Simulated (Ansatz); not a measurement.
Ca: pressure 9 GPa

Take Ca in the fcc (Cu type) structure (space group Fm-3m, No. 225; a = 5.527 Å) as the base.

The change: cell and atoms relaxed at a pressure of 9 GPa.

Calculations: PBE, PAW, 420 eV (Ansatz, an electronic-structure program; scalar-relativistic without spin-orbit coupling). k-mesh 15×15×15 (Γ-centred); smearing 0.05 eV (Fermi–Dirac).

```csv
quantity,base,changed,shift
volume per atom,42.20 Å³,30.69 Å³,-11.51 Å³
density,1.58 g/cm³,2.17 g/cm³,+0.59 g/cm³
lattice parameter a,10.444 bohr,9.392 bohr,-1.0515 bohr
shortest interatomic distance,7.385 bohr,6.641 bohr,-0.7435 bohr
band gap,zero,zero,–
```

Final structure:

```xyz
1
Lattice="0.0000 2.4850 2.4850 2.4850 0.0000 2.4850 2.4850 2.4850 0.0000" Properties=species:S:1:pos:R:3 pbc="T T T"
Ca     0.0000     0.0000     0.0000
```

Load acts through the strain it causes; cell and atoms are relaxed under it. No phonon test of stability was made. No other phases were tried under pressure. Gaps under 0.05 eV, about the width of the smearing, are given as zero.
